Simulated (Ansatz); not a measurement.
**Ag, response to strain**

Base system: Ag in the fcc (Cu type) structure (space group Fm-3m, No. 225; relaxed with 0.1 eV smearing).

```
CELL_PARAMETERS angstrom
      0.00000     2.07447     2.07447
      2.07447     0.00000     2.07447
      2.07447     2.07447     0.00000
ATOMIC_POSITIONS crystal
  Ag 0.00000 0.00000 0.00000
```

Strains are applied to the cell and any free atomic positions relax.

Calculations: Ansatz (an electronic-structure program), PBE, PAW, cutoff 420 eV, without spin-orbit coupling, earlier PAW set.

Notes on the quantities. energy relative to the base: free energy F.

| isotropic strain (%) | energy relative to the base (meV/atom) |
|---|---|
| -2.91 | 44.5 |
| -1.22 | 7.2 |
| 0 | 0.0 |
| 1.31 | ? |
| 2.55 | 26.2 |

Fit ΔE = Aε² + Bε³ (ε in %) to the rows shown and predict the withheld row.

Least squares on the printed values gives A = 4.60 and B = -0.22 meV/atom (largest residual 0.1 meV/atom); this predicts 7.4 meV/atom, and the run gives 7.3 meV/atom, in agreement.

Stability against distortions was not tested.
